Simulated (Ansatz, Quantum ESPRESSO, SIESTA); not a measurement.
**Code comparison for FeSb (P1, 4 atoms in the cell)**

Self-consistent single point, at a second geometry (atoms moved at random). First geometry:

```yaml
crystal:
  lattice:
    - [4.01481, 0.00000, 0.00000]
    - [-2.00740, 3.47693, 0.00000]
    - [0.00000, 0.00000, 5.01976]
  atoms:
    - { symbol: Fe, position: [0.00000, 0.00000, 0.00000], spin: 4.0 }
    - { symbol: Fe, position: [0.00000, 0.00000, 0.50000], spin: 4.0 }
    - { symbol: Sb, position: [0.66667, 0.33333, 0.25000] }
    - { symbol: Sb, position: [0.33333, 0.66667, 0.75000] }
```
(The spins are starting values, not results.)

Second geometry:
```
CELL_PARAMETERS angstrom
      4.01481     0.00000     0.00000
     -2.00740     3.47693     0.00000
      0.00000     0.00000     5.01976
ATOMIC_POSITIONS crystal
  Fe 0.00017 0.00634 0.00001
  Fe 0.99533 0.98350 0.49389
  Sb 0.66795 0.33014 0.25738
  Sb 0.33656 0.68001 0.74873
```
Moments meant for the start (each program seeds them in its own way; μB, in the order of the atoms Fe Fe Sb Sb): 4.0 4.0 0.0 0.0.

Shared settings, as Ansatz (an electronic-structure program) writes them: kpoints.mp_grid.grid = 6 6 4; scf.occupations.method = gaussian; scf.occupations.width = 0.136 eV. Potentials and cutoffs stand in the table.

```
code                                                                                                                                 model  ΔF from the first geometry (meV/atom)  pressure (GPa)  largest force (eV/Å)  size of the net moment (μB/atom)       cutoff
----------------  ------------------------------------------------------------------------------------------------------------------------  -------------------------------------  --------------  --------------------  --------------------------------  -----------
Quantum ESPRESSO                                                                            LDA (PZ), PSlibrary PAW (LDA) pseudopotentials                                    8.5           -9.50                 0.525                              0.57        55 Ry
SIESTA            LDA PW92, numerical atomic orbitals DZP, PseudoDojo LDA standard norm-conserving potentials (rewritten from UPF to PSML)                                   10.0           -6.41                 0.616                              0.73  grid 350 Ry
Ansatz                                                                                                 LDA (PW92), PAW files made with PBE                                    8.6           -8.60                 0.540                              0.67      default
```

Size of the force on each atom (eV/Å): Sizes of forces hide their directions.

| code | Fe1 | Fe2 | Sb3 | Sb4 |
|---|---|---|---|---|
| Quantum ESPRESSO | 0.086 | 0.525 | 0.268 | 0.424 |
| SIESTA | 0.117 | 0.616 | 0.299 | 0.503 |
| Ansatz | 0.096 | 0.540 | 0.264 | 0.417 |

The net moments differ, which can mean other magnetic states; other values may part for that reason too.

On Ansatz's run: spin-orbit coupling is off. The magnetic order is the one reached from the typed start; others were not searched systematically.

The spread over the programs that give each value: ΔF from the first geometry within 1.5 meV/atom; pressure within 3.09 GPa; largest force within 0.091 eV/Å; size of the net moment within 0.16 μB/atom.

SIESTA uses small atom-centred bases, whose incompleteness enters pressures, forces and empty levels differently from a plane-wave cutoff. Ansatz's pressure is given at a fixed set of plane waves, as the other plane-wave codes print theirs; with its correction for the finite basis it is -8.54 GPa. The same LDA comes in different parametrisations, which differ slightly. In the pressure, SIESTA (by 2.63) lies more than 1 GPa from the median of the plane-wave programs. In the force vectors, SIESTA (by 0.084) lies more than 0.08 eV/Å from the median of the plane-wave programs.

The starting cell comes from a database of computed structures (which also holds hypothetical and non-ambient phases and stackings), without a prior relaxation at this level. For this run, on top of that: atoms moved at random.

Keys are those of Ansatz 0.2.
